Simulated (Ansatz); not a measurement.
A self-consistent single point of Pt (Fm-3m, 1 atom in the cell) with Ansatz (an electronic-structure program).

Level of theory: PBEsol, default PAW files made with PBE (plane waves; Ansatz).

```yaml
crystal:
  lattice:
    - [0.00000, 1.95412, 1.95412]
    - [1.95412, 0.00000, 1.95412]
    - [1.95412, 1.95412, 0.00000]
  atoms:
    - { symbol: Pt, position: [0.00000, 0.00000, 0.00000] }
```

Reference input (self-consistent single point, DFT, PBEsol, plane waves, default PAW files made with PBE): basis.ecutwfc = 420 eV; kpoints.mp_grid.grid = 14 14 14; hamiltonian.xc = pbesol; hamiltonian.pseudopotentials = {kind: paw} (the program's default PAW files); scf.occupations.method = gaussian; scf.occupations.width = 0.1 eV. This run's input differs from it in these lines:

Ansatz 0.2 input:
```diff
@@ -10,3 +10,3 @@
 kpoints:
-  mp_grid: { grid: [14, 14, 14] }
+  mp_grid: { grid: [23, 23, 23] }
 hamiltonian:
@@ -15,3 +15,3 @@
 scf:
-  occupations: { method: gaussian, width: 0.1 }
+  occupations: { method: fermi_dirac, width: 0.05 }
 output:
```

Output, abridged:

```
SCF iter   1: F=—  HF=-12383.827526 eV  |F-HF|=—  |Δ(HF+E_count)|=         —  Δρ=6.67e-3  dr2=5.20e-3  ethr=1.77e-3  ⟨swp⟩=5.1  Hψ=26584  notcnv=0
all-band conjugate gradients solve this SCF's bands
preconditioner: auto → none
SCF iter   2: F=—  HF=-12383.826043 eV  |F-HF|=—  |Δ(HF+E_count)|=   1.48e-3  Δρ=3.07e-3  dr2=1.00e-3  ethr=2.89e-5  ⟨swp⟩=1.3  Hψ=7969  notcnv=0
SCF iter   3: F=—  HF=-12383.825822 eV  |F-HF|=—  |Δ(HF+E_count)|=   2.21e-4  Δρ=3.76e-4  dr2=8.11e-6  ethr=5.56e-6  ⟨swp⟩=2.0  Hψ=6449  notcnv=0
SCF iter   4: F=—  HF=-12383.825829 eV  |F-HF|=—  |Δ(HF+E_count)|=   6.84e-6  Δρ=7.18e-5  dr2=1.92e-7  ethr=4.50e-8  ⟨swp⟩=2.5  Hψ=7839  notcnv=0
iter 5 did not close the SCF: its close was put off for the readings that it lacked (scf_convergence_deferred on its scf_iter line)
SCF iter   5: F=-12383.825829 eV  HF=-12383.825829 eV  |F-HF|=5.95e-9  |Δ(HF+E_count)|=   1.12e-7  Δρ=8.74e-6  dr2=9.57e-9  ethr=1.07e-9  ⟨swp⟩=2.6  Hψ=8089  notcnv=0
SCF iter   6: F=-12383.825829 eV  HF=-12383.825829 eV  |F-HF|=3.64e-12  |Δ(HF+E_count)|=   1.98e-9  Δρ=6.71e-7  dr2=2.44e-11  ethr=5.32e-11  ⟨swp⟩=2.0  Hψ=14142  notcnv=0
SCF 1 converged in 6 iterations: F = -12383.825829 eV  dr2 = 2.44e-11
Free energy (F): -12383.825829 eV
Internal energy: -12383.810316 eV  (E = F + TS)
E sigma→0 (E₀):  -12383.818072 eV
Entropy (-TS):   -0.015513 eV (-15.513 meV/atom)
Fermi energy:    23.560457 eV
--- Forces (eV/Å), atoms counted from 1 ---
  atom   1  Pt    -0.00000000    -0.00000000    -0.00000000
--- Stress (GPa, compression-positive) ---
        2.261024      -0.000000       0.000000
        0.000000       2.261024       0.000000
        0.000000      -0.000000       2.261024
  P = ⅓ Tr σ = 2.2610 GPa (22.610 kbar)
  The stress holds the Pulay correction. Without it, at fixed plane waves, as pw.x and ABINIT print it: P = 2.1958 GPa
```

The run converged in 6 iterations. Against the reference run the free energy rises by 4.8 meV/atom and the pressure goes from 2.09 to 2.26 GPa.

The starting cell has typed, rounded lattice constants, without a prior relaxation at this level. Its lattice was rescaled by up to half a per cent. Spin polarisation is off. Ansatz's pressure includes its estimate of the finite-basis (Pulay) stress.
